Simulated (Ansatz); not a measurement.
The starting structures come from a database of crystals and need not be the phases stable at ambient conditions.

 Where the default PAW files enter, the runs use the earlier of Ansatz's two default sets.

Consider the following.

```
CELL_PARAMETERS angstrom
      4.93078     0.00000     0.00000
      2.37805     4.40403     0.00000
      0.00000     0.00000     8.17971
ATOMIC_POSITIONS crystal
  Si 0.41854 0.34949 0.93778
  Si 0.58146 0.65051 0.43778
  Si 0.25425 0.30622 0.56366
  Si 0.74575 0.69378 0.06366
  O  0.54882 0.59022 0.94627
  O  0.45118 0.40978 0.44627
  O  0.34922 0.30944 0.75069
  O  0.65078 0.69056 0.25069
  O  0.89089 0.53410 0.54542
  O  0.10911 0.46590 0.04542
  O  0.32250 0.96944 0.51129
  O  0.67750 0.03056 0.01129
```

Space group of this cell: P2_1. The cell is taken as given.

Method: r2SCAN (plane waves, PAW; Ansatz, a program for electronic structure).

The current runs along the normal of the first two printed vectors; no spin-orbit coupling. Scaled by the factor s: all lengths (ions clamped). Meshes 8×8×4 and 8×8 across the current in all rows.

| s | mean pressure (GPa) | slowest mid-gap decay constant κ (1/Å) |
|---|---|---|
| 0.98 | 12.0 | 0.541 |
| 1.00 | 0.1 | 0.523 |
| 1.02 | -9.0 | ? |

Task: Take the slope of the slowest mid-gap decay constant κ against ln s from the two given rows, extrapolate to s = 1.02, and say what the run there gives.

Result: Slope = (0.541 − 0.523) / ln 0.98 = -0.891 1/Å. The line gives 0.523 + (-0.891) × ln 1.02 = 0.505 1/Å. The run gives 0.502 1/Å, 0.003 1/Å under the line, 19 % of the predicted step.
